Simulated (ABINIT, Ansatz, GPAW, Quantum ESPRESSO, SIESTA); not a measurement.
**Nb (Im-3m, 1 atom in the cell) computed with different codes at matched settings**

Self-consistent single point.

```xyz
1
Lattice="-1.6588 1.6588 1.6588 1.6588 -1.6588 1.6588 1.6588 1.6588 -1.6588" Properties=species:S:1:pos:R:3 pbc="T T T"
Nb     0.0000     0.0000     0.0000
```

All programs got the same cell, k-point mesh and kind of occupations (in Ansatz's words: kpoints.mp_grid.grid = 9 9 9; scf.occupations.method = gaussian; scf.occupations.width = 0.1 eV); potentials, basis and cutoffs are each program's usual ones.

| code | model | pressure (GPa) | k-points | cutoff |
|---|---|---|---|---|
| Ansatz | PBE, PAW files | -1.47 | 35 | default |
| GPAW | PBE, GPAW PAW datasets PBE (gpaw-data 1.0.1) | -2.21 | 35 | 550 eV |
| SIESTA | GGA PBE, numerical atomic orbitals DZP, PseudoDojo PBE standard norm-conserving potentials (rewritten from UPF to PSML) | -3.11 | 365 | grid 400 Ry |
| ABINIT | PBE, PAW (JTH v2.0 PBE PAW) | -1.92 | 35 | 40 Ry |
| Quantum ESPRESSO | PBE, SSSP 1.1.2 efficiency (PBE) pseudopotentials | -1.68 | 35 | 50 Ry |

The spread over the programs that give each value: pressure within 1.64 GPa.

The starting cell comes from a database of computed structures (which also holds hypothetical and non-ambient phases and stackings), without a prior relaxation at this level. On Ansatz's run: Spin polarisation is off.

Task: Why do the programs differ, and what cannot be compared?

Result: Differences of this kind can come from the potentials, where these differ, and from what each basis and cutoff leave unconverged. The zero of total energies and Fermi levels follows the potentials and each program's conventions, so they are not compared here. SIESTA uses small atom-centred bases, whose incompleteness enters pressures, forces and empty levels differently from a plane-wave cutoff. Ansatz's pressure is given at a fixed set of plane waves, as the other plane-wave codes print theirs. The programs reduce the same mesh by symmetry to different extents, which changes the work and not the result. In the pressure, SIESTA (by 1.31) lies more than 1 GPa from the median of the plane-wave programs.

Left out of this page: Elk and FLEUR (not drawn, or without a comparable value).

Ansatz is a program for electronic structure.

Keys are those of Ansatz 0.2.
